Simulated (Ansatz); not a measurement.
Abridged Ansatz (an electronic-structure program) output:

```
Relaxation: its limit of steps is 60 (relax.max_steps)
Pseudopotential: Ti, paw, valence charge 12
Pseudopotential: Te, paw, valence charge 16
Crystal: 3 atoms, lattice volume = 66.793 Å³
Basis set: ecut = 420 eV, 1299 PW (Γ), exchange–correlation on 48×48×90 points (8 copies of the dense FFT grid, shifted against one another)
Bands: 27, of which v1, the nominal top of the filled ones, is band 22 counted from 1 (21 counted from 0)
Symmetry: 12 space group operations
k-points: 192 of 1800
Functional: x = pbe(κ = 0.804, μ = 0.2195149727645171), c = pbe(β = 0.06672455060314922)
SCF iter   1: F=—  HF=-16463.008245 eV  |F-HF|=—  |Δ(HF+E_count)|=         —  Δρ=2.33e-3  dr2=4.63e-3  ethr=1.77e-3  ⟨swp⟩=6.0  Hψ=23233  notcnv=0
SCF iter   2: F=—  HF=-16463.007373 eV  |F-HF|=—  |Δ(HF+E_count)|=   8.71e-4  Δρ=1.35e-3  dr2=1.46e-3  ethr=1.05e-5  ⟨swp⟩=2.3  Hψ=10739  notcnv=0
SCF 1 converged in 6 iterations: F = -16463.007462 eV  dr2 = 6.21e-8
relax step   1: F+E_penalty+E_count = -16463.00746216 eV  Δ(F+E_penalty+E_count) = +0.000e0 eV  max|allowed force component| = 8.047e-5 eV/Å  Δτ_max = 0.0000 Å  P = +7.503 GPa  Ω = 66.793 Å³  (6 SCF iters, dr2 threshold 1.00e-7 eV, accepted)
[... steps on the carried basis left out ...]
relax step   7: F+E_penalty+E_count = -16462.90548472 eV  Δ(F+E_penalty+E_count) = +3.909e-4 eV  max|allowed force component| = 1.107e-4 eV/Å  Δτ_max = 0.0000 Å  P = +10.000 GPa  Ω = 64.920 Å³  stress off target by 4.20e-3 GPa  SCF on the basis re-selected at this cell (its energy is not comparable with the rows above)  (10 SCF iters)
SCF converged after 10 iterations
Free energy (F): -16462.905485 eV
Internal energy: -16462.894470 eV  (E = F + TS)
E sigma→0 (E₀):  -16462.899977 eV
Entropy (-TS):   -0.011015 eV (-3.672 meV/atom)
Fermi energy:    14.001277 eV
  E_disp       = -1.826756  (pairwise vdW)
--- Forces (eV/Å), atoms counted from 1 ---
  atom   1  Ti    -0.00000000    -0.00000000     0.00000000
  atom   2  Te     0.00000000     0.00000000    -0.00011068
  atom   3  Te    -0.00000000    -0.00000000     0.00011068
--- Stress (GPa, compression-positive) ---
       10.002727       0.000000       0.000000
       -0.000000      10.002727       0.000000
        0.000000       0.000000       9.995801
  P = ⅓ Tr σ = 10.0004 GPa (100.004 kbar)
--- Relaxed structure (6 steps of the walk, 5 accepted, 1 SCFs on fresh bases) ---
  cell:  # Å, volume = 64.9195 Å³
    - [3.5161752744641395, -2.8568202152321672e-11, -2.360293749564827e-18]
    - [-1.7580876372073289, 3.0450971118589494, -2.3602937495316116e-18]
    - [-4.058637993627202e-18, -7.029767214293866e-18, 6.063225973832217]
  atoms:
    - { symbol: Ti, position: [-7.809761036556109e-35, 2.053776600706981e-35, 9.464523800512532e-20] }
    - { symbol: Te, position: [0.3333333333333333, 0.6666666666666667, 0.28715862955961347] }
    - { symbol: Te, position: [0.6666666666666666, 0.33333333333333337, 0.7128413704403864] }
```

Task: What was computed, and what are the main results?

Result: TiTe2, 3 atoms in the cell, with PBE-D3(BJ), PAW, 420 eV (Ansatz; spin-orbit coupling left out), from a series relaxed to a target (pressure 10 GPa). The last SCF converged to F = -16462.905485 eV, or -5487.6352 eV per atom, at a pressure of 10.00 GPa. The total energy compares only with runs of the same code, potentials and settings.

Load acts through the strain it causes; cell and atoms are relaxed under it. No phonon test of stability was made. Competing high-pressure phases were not computed. The final runs are not spin-polarised. The cell was made from TiTe2 in the CdI2 type structure (space group P-3m1, No. 164; layered, stacked along the Cartesian z axis) by this change: pressure 10 GPa.

Keys are those of Ansatz 0.2.
